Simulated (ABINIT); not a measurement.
A self-consistent single point of In (I4/mmm, 1 atom in the cell) with ABINIT.

Level of theory: PBE, norm-conserving pseudopotentials (PseudoDojo nc-sr-05 PBE standard) (plane waves; ABINIT).

```yaml
crystal:
  lattice:
    - [-1.62987, 1.62987, 2.48243]
    - [1.62987, -1.62987, 2.48243]
    - [1.62987, 1.62987, -2.48243]
  atoms:
    - { symbol: In, position: [0.00000, 0.00000, 0.00000] }
```

Reference input (self-consistent single point, DFT, PBE, plane waves, norm-conserving pseudopotentials (PseudoDojo nc-sr-05 PBE standard)): pseudos = [In.upf]; ecut = 35 Ha; occopt = 3; tsmear = 0.1 eV; ngkpt = 7 7 7; nshiftk = 1; shiftk = 0 0 0; potentials = PseudoDojo nc-sr-05 PBE standard; nband = 12; kptopt = 1; nstep = 50; tolvrs = 1e-12. This run's input differs from it in these lines:

```diff
@@ -14,7 +14,7 @@
 ecut 35 Ha
-occopt 3
-tsmear 0.1 eV
+occopt 6
+tsmear 1 eV
 nband 12
 kptopt 1
-ngkpt 7 7 7
+ngkpt 12 12 12
 nshiftk 1
```

Log, with long lists cut:

```
--- !BeginCycle
solver: {iscf: 7, nstep: 50, nline: 4, wfoptalg: 0, }
tolerances: {tolvrs: 1.00E-12, }
...

     iter   Etot(hartree)      deltaE(h)  residm     vres2
 ETOT  1  -66.331109592886    -6.633E+01 6.528E-01 1.973E+00
 ETOT  2  -66.451979529757    -1.209E-01 2.954E-02 9.513E-01
 ETOT  3  -66.452072509840    -9.298E-05 6.109E-03 1.278E-01
 ETOT  4  -66.452100100176    -2.759E-05 7.443E-03 1.980E-02
 ETOT  5  -66.452102794492    -2.694E-06 4.935E-03 1.981E-04
 ETOT  6  -66.452102815868    -2.138E-08 2.296E-03 1.030E-05
 ETOT  7  -66.452102817422    -1.554E-09 2.251E-03 4.812E-08
 ETOT  8  -66.452102817428    -6.381E-12 1.254E-03 1.978E-09
 ETOT  9  -66.452102817429    -5.258E-13 7.291E-04 2.781E-11
 ETOT 10  -66.452102817430    -1.336E-12 7.091E-04 1.579E-14
 At SCF step   10       vres2   =  1.58E-14 < tolvrs=  1.00E-12 =>converged.

 Cartesian components of stress tensor (hartree/bohr^3)
  sigma(1 1)= -5.57071661E-05  sigma(3 2)=  0.00000000E+00
  sigma(2 2)= -5.57071661E-05  sigma(3 1)=  0.00000000E+00
  sigma(3 3)= -4.93657279E-05  sigma(2 1)=  0.00000000E+00

 ----iterations are completed or convergence reached----

 reduced coordinates (array xred) for    1 atoms
       0.000000000000      0.000000000000      0.000000000000
 cartesian forces (eV/Angstrom) at end:
    1     -0.00000000000000    -0.00000000000000    -0.00000000000000
 frms,max,avg= 0.0000000E+00 0.0000000E+00   0.000E+00  0.000E+00  0.000E+00 e/A
 length scales=  6.401520510100  6.401520510100  6.401520510100 bohr
              =  3.387538754266  3.387538754266  3.387538754266 angstroms
   [... lines left out ...]
 Fermi (or HOMO) energy (hartree) =   0.24096   Average Vxc (hartree)=  -0.38661
 Fermi (or HOMO) energy (eV) =   6.55678   Average Vxc (eV)= -10.52014
   [... lines left out ...]
total_energy        : -6.64521028174300E+01
total_energy_eV     : -1.80825367806928E+03
band_energy         : -2.63725465674380E+00
...

-Cartesian components of stress tensor (GPa)         [Pressure=  1.5768E+00 GPa]
- sigma(1 1)= -1.63896114E+00  sigma(3 2)=  0.00000000E+00
- sigma(2 2)= -1.63896114E+00  sigma(3 1)=  0.00000000E+00
- sigma(3 3)= -1.45238961E+00  sigma(2 1)=  0.00000000E+00

 Calculation completed.
```

The run converged in 10 iterations. Against the reference run the free energy goes up by 1.5 meV/atom and the pressure goes from 1.21 to 1.58 GPa.

The starting cell has typed, rounded lattice constants, without a prior relaxation at this level. Its lattice was rescaled by up to half a per cent.

Cost on one core of a shared machine: roughly 3 min.
